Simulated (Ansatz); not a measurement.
The parent structure is Nb in the bcc (W type) structure (space group Im-3m, No. 229; a = 3.273 Å; relaxed with 0.1 eV smearing). Axes: x, y, z lie along the cube axes.

Calculations: PBEsol (Ansatz, a first-principles code), spin-orbit coupling left out, earlier PAW set.

For the base:

```
Item        Value
--------  -------
Pressure  0.0 GPa
```

Now apply this change: compressive biaxial strain of 2.34 % in the plane normal to [111], as in epitaxy on a mismatched substrate; the out-of-plane cell vector and the atoms relax.

How does this affect the energy relative to the base, ratio −ε⊥/ε∥ and pressure?

The energy goes up by 6.1 meV/atom; the ratio −ε⊥/ε∥ is 1.68; the pressure (mean of the normal stresses, compression positive) goes from zero to 1.6 GPa.

Whether these cells are dynamically stable was not tested. The base started in P-1 and relaxed to Im-3m at this level. All final runs are without spin polarisation.
